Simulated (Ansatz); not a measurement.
## A computed series for TiAl3: pressure series

The reference is TiAl$_{3}$ (space group I4/mmm, No. 139; a = 3.8456 Å, c = 8.6194 Å).

Cell and atoms are relaxed at each pressure.

Computed with PBE (Ansatz, a first-principles code), without spin-orbit coupling, earlier PAW set.

Notes on the quantities. enthalpy: H = E + PV relative to the base's energy.

```json
[
 {"case": "base", "enthalpy": "–", "density": "3.36 g/cm³", "shortest interatomic distance": "271.9 pm"},
 {"case": "pressure −2 GPa", "enthalpy": "-0.20 eV/atom", "density": "3.29 g/cm³", "shortest interatomic distance": "273.7 pm"},
 {"case": "pressure −1 GPa", "enthalpy": "-0.10 eV/atom", "density": "3.32 g/cm³", "shortest interatomic distance": "272.8 pm"},
 {"case": "pressure 0.9 GPa", "enthalpy": "+0.09 eV/atom", "density": "3.38 g/cm³", "shortest interatomic distance": "271.2 pm"},
 {"case": "pressure 2.1 GPa", "enthalpy": "+0.21 eV/atom", "density": "3.42 g/cm³", "shortest interatomic distance": "270.2 pm"},
 {"case": "pressure 4.5 GPa", "enthalpy": "+0.44 eV/atom", "density": "3.49 g/cm³", "shortest interatomic distance": "268.5 pm"},
 {"case": "pressure 9 GPa", "enthalpy": "+0.86 eV/atom", "density": "3.61 g/cm³", "shortest interatomic distance": "265.5 pm"},
 {"case": "pressure 15 GPa", "enthalpy": "+1.40 eV/atom", "density": "3.76 g/cm³", "shortest interatomic distance": "262.1 pm"},
 {"case": "pressure 22.5 GPa", "enthalpy": "+2.06 eV/atom", "density": "3.92 g/cm³", "shortest interatomic distance": "258.5 pm"},
 {"case": "pressure 30 GPa", "enthalpy": "+2.68 eV/atom", "density": "4.07 g/cm³", "shortest interatomic distance": "255.3 pm"}
]
```

Load acts through the strain it causes; cell and atoms are relaxed under it. No phonon test of stability was made. No other phases were tried under pressure. The final runs are not spin-polarised.
